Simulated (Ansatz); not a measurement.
**A series of runs on a (101) slab of TiAl (cut from a parent of space group no. 221; 10 atoms in the cell)**

```yaml
crystal:
  lattice:
    - [3.10435, 0.00000, 0.00000]
    - [0.00000, 4.39022, 0.00000]
    - [0.00000, 0.00000, 24.99180]
  atoms:
    - { symbol: Ti, position: [0.00000, 0.75000, 0.32010] }
    - { symbol: Ti, position: [0.00000, 0.25000, 0.41005] }
    - { symbol: Ti, position: [0.00000, 0.75000, 0.50000] }
    - { symbol: Ti, position: [0.00000, 0.25000, 0.58995] }
    - { symbol: Ti, position: [0.00000, 0.75000, 0.67990] }
    - { symbol: Al, position: [0.50000, 0.25000, 0.32010] }
    - { symbol: Al, position: [0.50000, 0.75000, 0.41005] }
    - { symbol: Al, position: [0.50000, 0.25000, 0.50000] }
    - { symbol: Al, position: [0.50000, 0.75000, 0.58995] }
    - { symbol: Al, position: [0.50000, 0.25000, 0.67990] }
```

Base run A: PBEsol, default PAW files made with PBE run with Ansatz (an electronic-structure program), self-consistent single point.

Its settings: basis.ecutwfc = 420 eV; kpoints.mp_grid.grid = 10 7 1; hamiltonian.xc = pbesol; hamiltonian.pseudopotentials = {kind: paw} (the program's default PAW files); scf.occupations.method = fermi_dirac; scf.occupations.width = 0.1 eV.

The starting cell comes from a database of computed structures (which also holds hypothetical and non-ambient phases and stackings), without a prior relaxation at this level. The slab is cut from that crystal, and its faces are unrelaxed. Its lattice was rescaled in the plane by a random factor within 2.5 % of one. Spin polarisation is off.

ΔF is the free energy per atom less that of run A. 

```json
[
 {"run": "A", "scf.occupations.method, scf.occupations.width": "fermi_dirac, 0.1 eV", "ΔF (meV/atom)": "0.00", "largest force (eV/Å)": "0.455", "TS (meV/atom)": "36.1"},
 {"run": "B", "scf.occupations.method, scf.occupations.width": "gaussian, 0.2 eV", "ΔF (meV/atom)": "7.1", "largest force (eV/Å)": "0.463", "TS (meV/atom)": "22.0"},
 {"run": "C", "scf.occupations.method, scf.occupations.width": "gaussian, 0.3 eV", "ΔF (meV/atom)": "-6.6", "largest force (eV/Å)": "0.446", "TS (meV/atom)": "49.2"},
 {"run": "D", "scf.occupations.method, scf.occupations.width": "fermi_dirac, 0.05 eV", "ΔF (meV/atom)": "13.5", "largest force (eV/Å)": "0.475", "TS (meV/atom)": "9.0"},
 {"run": "E", "scf.occupations.method, scf.occupations.width": "fermi_dirac, 0.3 eV", "ΔF (meV/atom)": "-143.7", "largest force (eV/Å)": "0.378", "TS (meV/atom)": "319.7"},
 {"run": "F", "scf.occupations.method, scf.occupations.width": "methfessel_paxton, 0.05 eV", "ΔF (meV/atom)": "18.0", "largest force (eV/Å)": "0.484", "TS (meV/atom)": "0.1"},
 {"run": "G", "scf.occupations.method, scf.occupations.width": "methfessel_paxton, 0.3 eV", "ΔF (meV/atom)": "18.1", "largest force (eV/Å)": "0.471", "TS (meV/atom)": "-0.1"},
 {"run": "H", "scf.occupations.method, scf.occupations.width": "cold, 0.05 eV", "ΔF (meV/atom)": "17.9", "largest force (eV/Å)": "0.489", "TS (meV/atom)": "0.1"},
 {"run": "I", "scf.occupations.method, scf.occupations.width": "cold, 0.3 eV", "ΔF (meV/atom)": "17.1", "largest force (eV/Å)": "0.452", "TS (meV/atom)": "4.6"}
]
```

Run B against A: The free energy goes up by 7.1 meV/atom and the largest force hardly changes (0.455 to 0.463 eV/Å).

Run D against A: The free energy rises by 13.5 meV/atom and the largest force goes from 0.455 to 0.475 eV/Å.

Keys are those of Ansatz 0.2.
